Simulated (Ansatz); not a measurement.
Start from BN in the wurtzite structure (space group P6_3mc, No. 186; a = 2.5232 Å, c = 4.1751 Å). Axes: x lies along a and z along c of the hexagonal cell.

Method: LDA (Ansatz, a first-principles code; PAW; 420 eV plane waves; no SOC).

Modification: an isotropic linear strain of −2.40 %, atoms relaxed at fixed cell.

Q: Predict the stress tensor and what it implies for the stiffness.

A: Stress of the strained cell less that of the base (GPa, compression positive):
```
  33.16    0.00    0.00
   0.00   33.16    0.00
   0.00    0.00   34.00
```

Then B = −ΔP/(ΔV/V₀) with ΔV/V₀ = -0.0703 gives secant stiffness values (nonlinear terms included at this strain): B (at held cell shape, above the free-shape value) ≈ 476 GPa.

As a check, the harmonic strain energy −½ V₀ Δσ:ε is 43 meV/atom; the computed energy rise is 40 meV/atom.

Whether these cells are dynamically stable was not tested.
